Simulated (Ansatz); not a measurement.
## A computed series for ZrO2: pressure series

The reference is ZrO2 (space group P4_2/nmc, No. 137).

ZrO₂ has the tetragonal space group P4₂/nmc, origin choice 1 (No. 137), Pearson symbol tP6. Lattice parameters: a = 3.6210 Å, b = 3.6210 Å, c = 5.2828 Å, α = 90.00°, β = 90.00°, γ = 90.00°. Zr on 2a is coordinated by 4 O at 2.077 Å and 4 O at 2.431 Å. O on 4d sees 2 Zr at 2.077 Å and 2 Zr at 2.431 Å (tetrahedral). (Neighbours: up to the widest gap in distance over summed covalent radii, below 1.35, at either atom; cation-cation and far metal-metal contacts left out.)

Cell and atoms are relaxed at each pressure.

All numbers come from PBE in Ansatz (plane waves to 420 eV, PAW, scalar-relativistic without spin-orbit coupling).

Notes on the quantities. enthalpy: H = E + PV relative to the base's energy.

| case | electron mass | c/a ratio | density | enthalpy | shortest interatomic distance |
|---|---|---|---|---|---|
| base | 2.3 mₑ along c, 0.61 mₑ across (at Γ) | 1.459 | 5.91 g/cm³ | – | 2.077 Å |
| pressure −2 GPa | 2.3 mₑ along c, 0.62 mₑ across (at Γ) | 1.465 | 5.83 g/cm³ | -0.15 eV/atom | 2.078 Å |
| pressure −1 GPa | 2.3 mₑ along c, 0.61 mₑ across (at Γ) | 1.462 | 5.87 g/cm³ | -0.07 eV/atom | 2.077 Å |
| pressure 0.9 GPa | 2.3 mₑ along c, 0.61 mₑ across (at Γ) | 1.457 | 5.94 g/cm³ | +0.06 eV/atom | 2.077 Å |
| pressure 2.1 GPa | 2.3 mₑ along c, 0.61 mₑ across (at Γ) | 1.454 | 5.98 g/cm³ | +0.15 eV/atom | 2.077 Å |
| pressure 4.5 GPa | 2.2 mₑ along c, 0.60 mₑ across (at Γ) | 1.448 | 6.07 g/cm³ | +0.32 eV/atom | 2.076 Å |
| pressure 9 GPa | 2.1 mₑ along c, 0.59 mₑ across (at Γ) | 1.441 | 6.21 g/cm³ | +0.63 eV/atom | 2.075 Å |
| pressure 15 GPa | 2.1 mₑ along c, 0.57 mₑ across (at Γ) | 1.433 | 6.38 g/cm³ | +1.04 eV/atom | 2.074 Å |
| pressure 30 GPa | 1.9 mₑ along c, 0.54 mₑ across (at Γ) | 1.421 | 6.74 g/cm³ | +2.01 eV/atom | 2.075 Å |

Load acts through the strain it causes; cell and atoms are relaxed under it. Effective masses come from finite differences of ±0.01 Å⁻¹. Whether these cells are dynamically stable was not tested. Competing high-pressure phases were not computed. This is not the structure that ZrO2 has at room temperature and ambient pressure.

Ansatz is a first-principles code.
